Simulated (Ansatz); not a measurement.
The starting structures come from a database of crystals and need not be the phases stable at ambient conditions.

Tunnelling through a barrier is set by its complex band structure: the current falls as exp(−2κd) with the smallest κ.

Here is the system:

```
CELL_PARAMETERS angstrom
      4.41047     0.00000     0.00000
      0.00000    10.50877     0.00000
      0.00000     0.00000     7.62332
ATOMIC_POSITIONS crystal
  Ba 0.75000 0.09214 0.19742
  Ba 0.25000 0.90786 0.80258
  Ba 0.25000 0.59214 0.30258
  Ba 0.75000 0.40786 0.69742
  H  0.75000 0.40174 0.26192
  H  0.25000 0.59826 0.73808
  H  0.25000 0.90174 0.23808
  H  0.75000 0.09826 0.76192
  Br 0.25000 0.32305 0.03568
  Br 0.75000 0.67695 0.96432
  Br 0.75000 0.82305 0.46432
  Br 0.25000 0.17695 0.53568
  O  0.75000 0.45999 0.36003
  O  0.25000 0.54001 0.63997
  O  0.25000 0.95999 0.13997
  O  0.75000 0.04001 0.86003
```

Space group of this cell: Pnma. The cell is taken as given; by r2SCAN its mean pressure is -0.6 GPa.

Transport runs along the normal of the first two printed cell vectors.

The gap is the functional's own. No spin-orbit coupling. Mid-gap values are interpolated on the energy grid.

### Question
Predict the band gap and the smallest decay constant κ at mid-gap from r2SCAN (Ansatz, an electronic-structure program).

### Answer
Gap 5.03 eV on a 8×4×4 mesh; κ = 0.368 1/Å, at the zone centre.
